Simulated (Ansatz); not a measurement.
# How the band gap of B2O3 (P3₁21, No. 152) moves with the method

No measured value is used here.

| level (code) | value (eV) | cell (Å³/atom) |
|---|---|---|
| LDA (Ansatz) | 6.38 | 8.56 |
| PBEsol (Ansatz) | 6.38 | 9.14 |
| r²SCAN (Ansatz) | 7.35 | 9.14 |
| r²SCAN-D4 (Ansatz) | 7.39 | 8.97 |
| r²SCAN+rVV10 (Ansatz) | 7.38 | 8.88 |
| HSE06 (Ansatz) | 8.47 | 9.14 |
| G0W0@PBEsol (Ansatz) | 9.74 (indirect) | 9.13 |

Computed values are for a static lattice.  LDA, PBEsol, r²SCAN, r²SCAN-D4, r²SCAN+rVV10, HSE06: the gap is read on the k mesh or supercell of the run alone and can be too large. Values are at the level's own relaxed cell; HSE06 at the r²SCAN cell; G0W0@PBEsol at the PBEsol cell. K meshes differ between the levels. Ansatz's density-functional and Hartree–Fock values are scalar-relativistic unless marked +SOC, with PAW data made under PBE.

Ansatz is a quantum-chemistry and plane-wave program.
